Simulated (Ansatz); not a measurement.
The cell is built on a prototype and need not be the phase stable at ambient conditions.

By r2SCAN, the system below comes out a metal.

Consider the following.

```
CELL_PARAMETERS angstrom
      3.21696     0.00000     0.00000
     -1.60848     2.78597     0.00000
      0.00000     0.00000     5.39537
ATOMIC_POSITIONS crystal
  B  0.00000 0.00000 0.00000
  B  0.00000 0.00000 0.50000
  As 0.33333 0.66667 0.25000
  As 0.66667 0.33333 0.75000
```

Space group of this cell: P6_3/mmc, NiAs type. The cell was relaxed by PBE-D3(BJ); by r2SCAN its mean pressure is 3.8 GPa.

The current flows along the normal of the first two printed cell vectors. No spin-orbit coupling; the value is a mean over 0.1 eV about the Fermi level.

Task: Compute, with r2SCAN run with Ansatz (a first-principles code), the ballistic conductance per area.

Result: 1.6 × 10¹⁵ S/m² for both spins.
